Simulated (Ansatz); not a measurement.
Abridged Ansatz (a quantum-chemistry and plane-wave program) output:

```
Pseudopotential: Hf, paw, valence charge 26
Pseudopotential: B, paw, valence charge 3
Crystal: 3 atoms, lattice volume = 29.873 Å³
Basis set: ecut = 420 eV, 563 PW (Γ), exchange–correlation on 48×48×48 points (8 copies of the dense FFT grid, shifted against one another)
Bands: 20, of which v1, the nominal top of the filled ones, is band 16 counted from 1 (15 counted from 0)
Symmetry: 24 space group operations
k-points: 231 of 3757
Functional: x = pbe(κ = 0.804, μ = 0.2195149727645171), c = pbe(β = 0.06672455060314922)
SCF iter   1: F=—  HF=-16036.217250 eV  |F-HF|=—  |Δ(HF+E_count)|=         —  Δρ=1.83e-3  dr2=1.57e-3  ethr=1.77e-3  ⟨swp⟩=4.1  Hψ=17973  notcnv=0
SCF iter   2: F=—  HF=-16036.216897 eV  |F-HF|=—  |Δ(HF+E_count)|=   3.53e-4  Δρ=1.06e-3  dr2=6.32e-4  ethr=4.91e-6  ⟨swp⟩=2.0  Hψ=7972  notcnv=0
SCF 1 converged in 7 iterations: F = -16036.216705 eV  dr2 = 3.92e-11
SCF converged after 7 iterations
Free energy (F): -16036.216705 eV
Internal energy: -16036.215125 eV  (E = F + TS)
E sigma→0 (E₀):  -16036.215915 eV
Entropy (-TS):   -0.001580 eV (-0.527 meV/atom)
Fermi energy:    20.509061 eV
--- Forces (eV/Å), atoms counted from 1 ---
  atom   1  Hf    -0.00000000    -0.00000000     0.00000000
  atom   2  B     -0.00000000    -0.00000000     0.00000000
  atom   3  B      0.00000000     0.00000000     0.00000000
--- Stress (GPa, compression-positive) ---
       -0.009795       0.000000       0.000000
        0.000000      -0.009795      -0.000000
        0.000000      -0.000000       0.000231
  P = ⅓ Tr σ = -0.0065 GPa (-0.065 kbar)
```

### Question
What was computed, and what are the main results?

### Answer
HfB2, 3 atoms in the cell, with PBE (Ansatz), scalar-relativistic without spin-orbit coupling. The last SCF converged to F = -16036.216705 eV, or -5345.4056 eV per atom, at a pressure of -0.01 GPa. The total energy compares only with runs of the same code, potentials and settings.

Stability against distortions was not tested. The final runs are not spin-polarised. The cell is HfB2 (space group P6/mmm, No. 191).
